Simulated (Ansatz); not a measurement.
The parent structure is GaN in the NiAs type structure (space group P6_3/mmc, No. 194; a = 2.9687 Å, c = 5.0409 Å; a model cell, its experimental status unchecked). Axes: x lies along a and z along c of the hexagonal cell.

Perturbation: biaxial strain −0.35 %, plane normal [001], relaxed out of plane (Cartesian); in-plane vectors clamped, the third vector and the atoms free.

Levels (all Ansatz, a quantum-chemistry and plane-wave program, PAW): PBEsol (420 eV, spin-orbit coupling left out); r2SCAN (500 eV, no SOC).

The geometry is relaxed with PBEsol.

| Property | Value |
|---|---|
| PBEsol pressure | 1.33 GPa |
| PBEsol lowest conduction level above the VBM at special points | K 1.21 eV; Γ 1.66 eV; L 2.91 eV; M 3.59 eV |
| PBEsol electron mass | 0.23 mₑ out of plane, 0.33 mₑ in plane (at K) |
| PBEsol smallest direct gap | 1.77 eV |

With r2SCAN at the same geometry, the pressure shrinks by 0.60 GPa to 0.73 GPa; the lowest conduction level above the VBM at special points goes from K 1.21 eV; Γ 1.66 eV; L 2.91 eV; M 3.59 eV to K 1.88 eV; Γ 2.16 eV; L 3.54 eV; M 4.16 eV; the electron mass becomes 0.23 mₑ out of plane, 0.35 mₑ in plane (at K) (PBEsol: 0.23 mₑ out of plane, 0.33 mₑ in plane (at K)); the smallest direct gap goes up by 0.503 eV to 2.28 eV.

Single points use the geometry relaxed with PBEsol. Their cutoffs differ, which shifts pressures a little. Effective masses come from finite differences of ±0.01 Å⁻¹. Whether these cells are dynamically stable was not tested. This is not the structure that GaN has at room temperature and ambient pressure.
